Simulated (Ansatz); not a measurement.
A self-consistent single point of Ti4H3 (P-42m, 7 atoms in the cell) with Ansatz (a program for electronic structure).

Computed with PBEsol, default PAW files made with PBE (plane waves; Ansatz).

```yaml
crystal:
  lattice:
    - [4.22111, 0.00000, 0.00000]
    - [0.00000, 4.22111, 0.00000]
    - [0.00000, 0.00000, 4.36891]
  atoms:
    - { symbol: Ti, position: [0.25549, 0.25549, 0.25972] }
    - { symbol: Ti, position: [0.25549, 0.74451, 0.74028] }
    - { symbol: Ti, position: [0.74451, 0.74451, 0.25972] }
    - { symbol: Ti, position: [0.74451, 0.25549, 0.74028] }
    - { symbol: H, position: [0.00000, 0.00000, 0.00000] }
    - { symbol: H, position: [0.00000, 0.00000, 0.50000] }
    - { symbol: H, position: [0.50000, 0.50000, 0.00000] }
```

Reference input (self-consistent single point, DFT, PBEsol, plane waves, default PAW files made with PBE): basis.ecutwfc = 30.9 Ry; kpoints.mp_grid.grid = 5 5 5; hamiltonian.xc = pbesol; hamiltonian.pseudopotentials = {kind: paw} (the program's default PAW files); scf.occupations.method = cold; scf.occupations.width = 0.0147 Ry. This run's input differs from it in these lines:

Ansatz 0.2 input:
```diff
@@ -14,3 +14,3 @@
 basis:
-  ecutwfc: 30.9 Ry
+  ecutwfc: 54.0 Ry
 kpoints:
```

Output (repeated stretches shortened):

```
SCF iter   1: F=—  HF=-9944.786112 eV  |F-HF|=—  |Δ(HF+E_count)|=         —  Δρ=1.36e-2  dr2=1.27e-1  ethr=1.77e-3  ⟨swp⟩=3.9  Hψ=2214  notcnv=0
all-band conjugate gradients solve this SCF's bands
preconditioner: auto → Kerker (q_TF=auto, 2.543 Å⁻¹)
SCF iter   2: F=—  HF=-9944.755763 eV  |F-HF|=—  |Δ(HF+E_count)|=   3.03e-2  S|Δr|=    0.00e0  Δρ=6.35e-3  dr2=2.81e-2  ethr=2.50e-4  ⟨swp⟩=2.0  Hψ=948  notcnv=0  defer=17
   [... lines left out ...]
SCF iter   5: F=—  HF=-9944.748156 eV  |F-HF|=—  |Δ(HF+E_count)|=   8.54e-6  S|Δr|=    0.00e0  Δρ=6.50e-5  dr2=3.55e-6  ethr=1.77e-7  ⟨swp⟩=2.0  Hψ=699  notcnv=0  defer=17
SCF iter   6: F=—  HF=-9944.748156 eV  |F-HF|=—  |Δ(HF+E_count)|=   5.32e-7  S|Δr|=    0.00e0  Δρ=1.75e-5  dr2=2.29e-7  ethr=6.97e-9  ⟨swp⟩=2.0  Hψ=746  notcnv=0  defer=17
SCF iter   7: F=-9944.748156 eV  HF=-9944.748156 eV  |F-HF|=3.06e-9  |Δ(HF+E_count)|=   4.77e-8  S|Δr|=    0.00e0  Δρ=3.52e-6  dr2=7.76e-9  ethr=1.96e-10  ⟨swp⟩=8.2  Hψ=2170  notcnv=0
SCF 1 converged in 7 iterations: F = -9944.748156 eV  dr2 = 7.76e-9
Stability not checked (fill_not_monotonic)
Free energy (F): -9944.748156 eV
Internal energy: -9944.762848 eV  (E = F + TS)
E sigma→0 (E₀):  -9944.753053 eV
Entropy (-TS):   0.014693 eV (2.099 meV/atom)
Fermi energy:    11.949528 eV
--- Forces (eV/Å), atoms counted from 1 ---
  atom   1  Ti     0.00622003     0.00622003     0.07682605
  atom   2  Ti     0.00622003    -0.00622003    -0.07682605
  atom   3  Ti    -0.00622003    -0.00622003     0.07682605
  atom   4  Ti    -0.00622003     0.00622003    -0.07682605
   [... lines left out ...]
  atom   7  H      0.00000000     0.00000000     0.00000000
--- Stress (GPa, compression-positive) ---
       -3.319799       0.000000       0.000000
        0.000000      -3.319799       0.000000
        0.000000       0.000000      -3.556051
  P = ⅓ Tr σ = -3.3985 GPa (-33.985 kbar)
  The stress holds the Pulay correction. Without it, at fixed plane waves, as pw.x and ABINIT print it: P = -3.4052 GPa
```

The run converged in 7 iterations. Against the reference run the free energy goes down by 1.6 meV/atom, the pressure moves little (-3.38 to -3.40 GPa) and the largest force hardly changes (0.078 to 0.077 eV/Å).

The starting cell comes from a database of computed structures (which also holds hypothetical and non-ambient phases and stackings), without a prior relaxation at this level. Spin polarisation is off. Ansatz's pressure includes its estimate of the finite-basis (Pulay) stress.
